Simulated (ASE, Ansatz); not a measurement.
One thermal frame of composition Li9Si7, cell Li36Si28, first heated far above this temperature, then brought to it, at a temperature that wasn't checked against the liquidus, so perhaps supercooled [in the CHGNet run: it was liquid; mean temperature 796 K (target 810 K); density 1.48 g/cm³, volume +7 % from the start cell's], 810 K, computed in Ansatz (plane waves, PAW) at several levels on the same positions and k-sampling (one point, (1/4, 1/4, 1/4)); no spin polarisation or spin-orbit coupling.

The frame comes from MD with CHGNet (ASE). The base level is PBE (cutoff 420 eV), whose static pressure on this k-sampling is 1.0 GPa. On the run's last frame a denser k-mesh moved the forces by 0.055 eV/Å rms, the static pressure by -0.07 GPa and the free energy by -2 meV/atom, which is about how far such values are converged. CHGNet's forces on these frames are only 0.75 times the DFT ones, so the atoms are displaced more than DFT's own dynamics would at this temperature. That check is the base level's. Differences between levels on one k-sampling err less than the absolute values. Cutoffs of the other levels: 500 eV for r2SCAN, the files' default (420 eV for most) otherwise. Volume per atom 18.19 Å³.

```csv
level,static pressure less the base's (GPa),rms force change from the base (eV/Å),cost
PBE,0,0,(base)
r2SCAN,-0.2,0.06,around 60 core-seconds (rough)
PBEsol,-0.8,0.02,around 14 core-seconds (rough)
LDA,-2.1,0.06,around 13 core-seconds (rough)
```

Ansatz is a first-principles code.
